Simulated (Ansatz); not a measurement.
SiH3 on the 1x1 (111) surface of fcc Ag, one in a 2x2 cell, energies for each (29.8 Å²). Energies are against SiH4(g) − ½ H2(g), without zero-point or thermal terms; each row is named by its start. No converged result for: 1 more start.

All values below come from PBE (plane waves to 420 eV, PAW; Ansatz, an electronic-structure program).

Slab: 20 atoms, 7.1 Å thick at the start under the adsorbate (thin: gaps and levels are the slab's own); k 6x6x1, smearing 0.1 eV, dipole-corrected; 8 atoms held, the rest relaxed; each run with such symmetry as its start has; spin-polarised, no spin-orbit, no U, no dispersion correction.

A negative adsorption energy means that the adsorbate is more stable on the surface than in its reference. Heights count from the host atoms within 0.3 Å of the top one.

| starting site | E_ads (eV) | height (Å) | nearest host atom (Å) | bonded to | Δ work function (eV) | lateral drift (Å) | moment (μB) |
|---|---|---|---|---|---|---|---|
| top Ag | 0.24 | 2.55 | Ag 2.48 | Ag | 0.51 | 0.0 | 0.0 |
| hollow Ag-Ag-Ag over Ag at depth 2.4 Å | 0.09 | 2.16 | Ag 2.72 | 3 Ag | 0.22 | 0.0 | 0.0 |
| hollow Ag-Ag-Ag over Ag at depth 4.7 Å | 0.10 | 2.17 | Ag 2.72 | 3 Ag | 0.22 | 0.0 | 0.0 |
